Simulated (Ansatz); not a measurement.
```yaml
crystal:
  lattice:
    - [3.86486, 0.00000, 0.00000]
    - [1.93243, 3.34707, 0.00000]
    - [0.00000, 0.00000, 6.17220]
  atoms:
    - { symbol: Sn, position: [0.00000, 0.00000, 0.00000] }
    - { symbol: Se, position: [0.33333, 0.33333, 0.25328] }
    - { symbol: Se, position: [0.66667, 0.66667, 0.74672] }
```

No spin polarisation.

All numbers come from plane-wave PAW DFT at the r2SCAN+rVV10 level (Ansatz, a program for electronic structure, 500 eV), no spin-orbit coupling. Γ-centred 10×10×6 mesh, Fermi–Dirac width 0.05 eV.

**Question.** Estimate the smallest direct gap.

**Answer.** 1.24 eV.

**Question.** Predict the space group.

**Answer.** P-3m1 (No. 164).

**Question.** What is the computed gap character?

**Answer.** Indirect, K–Γ (79 % along) → L–M (33 % along).

**Question.** What is the computed mean in-plane stress (compression positive)?

**Answer.** -1.3 GPa.

The cells carry an imposed strain or load. No phonon test of stability was made. The cell was made from SnSe$_{2}$ in the CdI2 type structure (space group P-3m1, No. 164; layered, stacked along the Cartesian z axis) by this change: biaxial strain +1.02 %, plane normal [001], relaxed out of plane.
